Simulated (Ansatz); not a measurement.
How far PBE and PBEsol part for MgS

Base system: MgS in the rock salt structure (space group Fm-3m, No. 225; a = 5.2297 Å).

(Cell as relaxed with PBE.)

Levels (all Ansatz, a first-principles code, PAW): PBE (420 eV, spin-orbit coupling left out); PBEsol (420 eV, scalar-relativistic without spin-orbit coupling).

Each level relaxes its own structure.

| quantity | PBE | PBEsol |
|---|---|---|
| volume per atom | 17.88 Å³ | 17.40 Å³ |
| lattice parameter a | 5.230 Å | 5.182 Å |
| band gap | 2.76 eV | 2.73 eV |
| gap character | indirect, Γ → X | indirect, Γ → X |
| electron mass | 0.52 mₑ along k, 0.29 mₑ across | 0.53 mₑ along k, 0.29 mₑ across |
| hole mass (degenerate bands, along [100]) | 0.25, 0.97, 0.97 mₑ | 0.25, 0.92, 0.92 mₑ |

PBE's volume per atom lies 0.48 Å³ above PBEsol's (2.8 %); PBE's lattice parameter a lies 0.048 Å above PBEsol's (0.9 %); PBE's band gap lies 0.03 eV above PBEsol's; the two agree on the gap character. Neither level is exact; PBEsol is the comparison here, not a measurement.

Effective masses come from finite differences of ±0.01 Å⁻¹. Along k means along the line from Γ to the band edge. Whether these cells are dynamically stable was not tested. The base started in P3_121 and relaxed to Fm-3m at this level.
